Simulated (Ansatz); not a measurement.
# A computed series for CdSe: response to strain

Consider CdSe in the wurtzite structure (space group P6_3mc, No. 186; a = 4.302 Å, c = 7.021 Å).

Strains are applied to the cell and any free atomic positions relax.

All numbers come from PBEsol (Ansatz, a program for electronic structure), spin-orbit coupling left out.

Notes on the quantities. pressure: mean of the normal stresses, compression positive.

```tsv
isotropic strain (%)	pressure (GPa)
0	0.0
0.6	?
1.2	-1.7
1.8	-2.4
2.4	-3.1
3	-3.7
```

### Question
Fit P = P₀ − Bδ + Cδ² with δ = (1 + ε)³ − 1 to the rows shown and predict the withheld row.

### Answer
Least squares on the printed values gives P₀ = 0.0 GPa, B = 50.0 GPa (at held cell shape), C = 110 GPa (largest residual 0.0 GPa); this predicts -0.9 GPa, and the run gives -0.9 GPa, in agreement.

Stability against distortions was not tested.
